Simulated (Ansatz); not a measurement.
# Re (model structure, Im-3m, No. 229, 1 atom in the cell)

The numbers are results of r²SCAN (Ansatz, a program for electronic structure, plane waves, PAW), not measurements.

Run with plane-wave cutoff 560 eV, 24×24×24 k mesh, Fermi–Dirac smearing 0.05 eV, no spin polarisation, scalar-relativistic PAW data made under PBE.

Cell (relaxed at this level):

Space group Im-3m (No. 229); a = b = c = 3.096 Å, α = β = γ = 90.00°

```
atom  site  symmetry       x       y       z
----  ----  --------  ------  ------  ------
Re      2a      m-3m  0.0000  0.0000  0.0000
```
(The calculation used a cell of 1 atom; values per cell refer to that cell.)

```
Quantity        Value
------------  -------
bulk modulus  380 GPa
```

Note: the run has no spin polarisation, so it can have missed a magnetic state; the bulk modulus is −V dP/dV from two relaxed cells at ±2 % in volume; the relaxation could raise the start's symmetry but not lower it, so the cell can be a saddle point.

Spin–orbit coupling is not included.

Static lattice: no zero-point or thermal effects.

A model structure was made by putting elements into a prototype or built by hand; it is no filed structure, need not be a known phase, and can be a saddle point held by its symmetry.
